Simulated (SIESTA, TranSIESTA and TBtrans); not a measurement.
# Fe chain with one bond stretched by 3.0 Å

Junction: Fe chain with one bond stretched by 3.0 Å. Leads: straight Fe chain, spacing 2.25 Å. Geometry: as built, not relaxed. Transport runs along z; the first 6 and the last 6 of the 20 atoms are the lead cells, repeated to infinity.

```xyz
20
Lattice="9.000 0.000 0.000 0.000 9.000 0.000 0.000 0.000 48.000" Properties=species:S:1:pos:R:3 pbc="F F T"
Fe     4.500     4.500     0.000
Fe     4.500     4.500     2.250
Fe     4.500     4.500     4.500
Fe     4.500     4.500     6.750
Fe     4.500     4.500     9.000
Fe     4.500     4.500    11.250
Fe     4.500     4.500    13.500
Fe     4.500     4.500    15.750
Fe     4.500     4.500    18.000
Fe     4.500     4.500    20.250
Fe     4.500     4.500    25.500
Fe     4.500     4.500    27.750
Fe     4.500     4.500    30.000
Fe     4.500     4.500    32.250
Fe     4.500     4.500    34.500
Fe     4.500     4.500    36.750
Fe     4.500     4.500    39.000
Fe     4.500     4.500    41.250
Fe     4.500     4.500    43.500
Fe     4.500     4.500    45.750
```
Starting moments (μB): atom 7 +3.2, atom 8 +3.2, atom 9 +3.2, atom 10 +3.2, atom 11 +3.2, atom 12 +3.2, atom 13 +3.2, atom 14 +3.2; lead atoms +3.2 (left) and +3.2 (right).

TranSIESTA and TBtrans, PBE, DZP numerical orbitals (energy shift 0.15 eV), PseudoDojo norm-conserving scalar-relativistic potentials, mesh cutoff 200 Ry, 300 K, spin-polarised (collinear), no spin-orbit coupling; self-consistent non-equilibrium Green functions.

| Property | Result |
|---|---|
| Conductance at 300 K (G0 = 2e²/h) | 0.058 |
| Thermopower (μV/K) | -2.8 |
| Mean T from −0.5 to 0.5 eV | 0.061 |
| Spin polarisation of the conductance, (up − down)/(up + down) | 0.28 |

Energies count from the leads' Fermi level. Transmissions are for each spin. The energy step is 0.01 eV; narrower resonances are cut or missed.

```csv
E (eV),T up,T down,lead channels up,down
-2.00,0.033,0.0041,4,1
-1.90,0.032,0.0048,4,1
-1.80,0.032,0.0057,4,1
-1.70,0.034,0.0067,4,1
-1.60,0.036,0.0079,4,1
-1.50,0.040,0.0092,4,1
-1.40,0.044,0.011,4,1
-1.30,0.050,0.012,band edge,1
-1.20,0.056,0.014,1,1
-1.10,0.061,0.016,1,3
-1.00,0.066,0.019,1,3
-0.90,0.070,0.024,1,3
-0.80,0.073,0.034,1,4
-0.70,0.075,0.035,1,4
-0.60,0.076,0.040,1,4
-0.50,0.076,0.041,1,4
-0.40,0.076,0.037,1,4
-0.30,0.075,0.035,1,4
-0.20,0.075,0.036,1,4
-0.10,0.074,0.038,1,4
0.00,0.074,0.042,1,4
0.10,0.075,0.047,1,4
0.20,0.076,0.052,1,4
0.30,0.077,0.058,1,band edge
0.40,0.080,0.064,1,band edge
0.50,0.083,0.069,1,band edge
0.60,0.088,0.073,1,band edge
0.70,0.093,0.077,1,band edge
0.80,0.10,0.083,1,4
0.90,0.11,0.090,1,4
1.00,0.12,0.099,3,4
1.10,0.13,0.11,3,4
1.20,0.15,0.12,3,4
1.30,0.17,0.12,3,4
1.40,0.19,0.12,3,4
1.50,0.21,0.13,3,4
1.60,0.23,1.60,3,2
1.70,0.26,0.12,3,4
1.80,0.29,0.094,3,3
1.90,0.32,0.13,3,3
2.00,0.36,0.16,3,3
```

The magnetic order of the leads was set by the start, and no other order was tried; the separate lead runs end at 3.39 (left) and 3.39 (right) μB an atom. The straight chain is held at its spacing; free chains may zigzag or dimerise.
